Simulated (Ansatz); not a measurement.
Take TiC in the rock salt structure (space group Fm-3m, No. 225; a = 4.293 Å; relaxed with 0.1 eV smearing) as the base. Axes: x, y, z lie along the cube axes.

Computed with PBEsol (Ansatz, an electronic-structure program; PAW; 420 eV plane waves; spin-orbit coupling left out).

Strains are applied to the cell and any free atomic positions relax.

One change was made to it. Results:

| quantity | base | after |
|---|---|---|
| band gap | zero | zero |
| energy relative to the base (free energy F) | 0 meV/atom | +2.8 meV/atom |

Name the change that was made.
A. tensor shear ε_xy = +0.29 %
B. tensor shear ε_xy = +1.14 %
C. tensor shear ε_xy = +1.43 %
D. tensor shear ε_xy = +0.57 %

B, tensor shear ε_xy = +1.14 %. For comparison, the energy relative to the base in the other runs: tensor shear ε_xy = +0.29 % gives +0.2 meV/atom; tensor shear ε_xy = +1.43 % gives +4.4 meV/atom; tensor shear ε_xy = +0.57 % gives +0.7 meV/atom.

Whether these cells are dynamically stable was not tested. The final runs are not spin-polarised.
